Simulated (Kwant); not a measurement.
Model system: quantum point contact (saddle potential) in a GaN two-dimensional gas. Effective mass 0.22 mₑ, grid spacing 3.3 nm, hard walls, nominal width 80 nm (25 grid rows, so walls 85.8 nm apart), one parabolic valley, scattering region 240 nm long along x; energies count from the band bottom; Fermi energy 0.00484 eV. Potential (V0 + ½k y²) cos²(πx/L) for |x| < L/2, with V0 swept from 0.005082 to 0 eV, k = 2.6e-05 eV/nm², L = 150 nm.

Constants are typed, rounded textbook-type inputs, not results; the design itself was drawn at random and stands for no fabricated device.

Computed with Kwant: effective-mass tight-binding model on a square grid, one spin, coherent transport at 0 K. Conductance is in e²/h.

Question: Compare with the saddle-point formula G = Σ 1/(1 + exp(−2π(E − V0 − ħωy(n + ½))/ħωx)), taking ħωy = ħ√(k/m) and ħωx from the curvature along x of V0 plus half of the mode's confinement energy.

Answer: ħωy = 3.00 meV; at V0 = 4.12 meV the lowest mode has ħωx = 1.22 meV.

| V0 (meV) | formula | simulation |
|---|---|---|
| 4.79 | 0.00090 | 0.00079 |
| 4.12 | 0.017 | 0.017 |
| 3.46 | 0.34 | 0.36 |
| 2.80 | 0.96 | 0.96 |
| 2.14 | 1.00 | 1.00 |
| 1.47 | 1.00 | 1.00 |

The formula takes a parabolic saddle in the continuum; the run has the full potential on a grid.
